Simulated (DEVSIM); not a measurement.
Structure: illuminated Si n-on-p cell, one wavelength, with a back-surface field, at 300 K.

| layer (left to right) | material | thickness (μm) | Nd (cm⁻³) | Na (cm⁻³) | τn (s) | τp (s) | absorption coefficient (cm⁻¹) |
|---|---|---|---|---|---|---|---|
| 1 | Si | 0.330 | 1.3e19 | - | 6.8e-7 | 8.2e-7 | 140 |
| 2 | Si | 84.0 | - | 1.7e15 | 6.8e-6 | 6.8e-6 | 140 |
| 3 | Si | 0.430 | - | 4.9e18 | 6.8e-6 | 6.8e-6 | 140 |

Left contact: ohmic, minority hole recombination velocity 20 cm/s. Right contact: ohmic, minority electron recombination velocity 1000 cm/s. Voltage is applied to the left contact. Recombination: SRH at mid-gap, radiative, Auger. Gap narrowing is on: ΔEg = 6.92 meV × (l + √(l² + 0.5)), l = ln(N/1.3e17 cm⁻³), shared equally by both band edges. Light enters at the left, 3.4e17 photons cm⁻² s⁻¹, one pass, no reflection. Mobility is constant in doping.

Constants are typed, rounded textbook-type inputs, not results; the design itself was drawn at random and stands for no fabricated device. Values at 300 K.

```tsv
parameter	Si
gap (eV)	1.124
affinity (eV)	4.05
permittivity	11.7
Nc (cm⁻³)	2.86e19
Nv (cm⁻³)	3.1e19
μn (cm²/Vs)	1417
μp (cm²/Vs)	470
B (cm³/s)	4.7e-15
Cn (cm⁶/s)	2.8e-31
Cp (cm⁶/s)	9.9e-32
```

Model (solved in DEVSIM): 1D drift-diffusion, Boltzmann statistics, complete ionisation; no tunnelling, impact ionisation, image-force lowering or self-heating.

The thickness of layer 2 was swept, all else fixed.

| thickness of layer 2 (μm) | fill factor | short-circuit current (mA/cm²) | dark forward voltage at 1 A/cm² (V) | largest power (mW/cm²) |
|---|---|---|---|---|
| 17 | 0.81 | 12.0 | 0.765 | 5.63 |
| 29 | 0.81 | 18.4 | 0.752 | 8.62 |
| 50 | 0.81 | 26.9 | 0.733 | 12.5 |
| 84 | 0.81 | 35.3 | 0.713 | 16.2 |
| 140 | 0.81 | 40.3 | 0.696 | 18.2 |
| 250 | 0.80 | 40.2 | 0.692 | 17.8 |
| 420 | 0.80 | (withheld) | (withheld) | 17.0 |

Complete the blanks.


- 420, short-circuit current (mA/cm²): 39.0
- 420, dark forward voltage at 1 A/cm² (V): 0.727
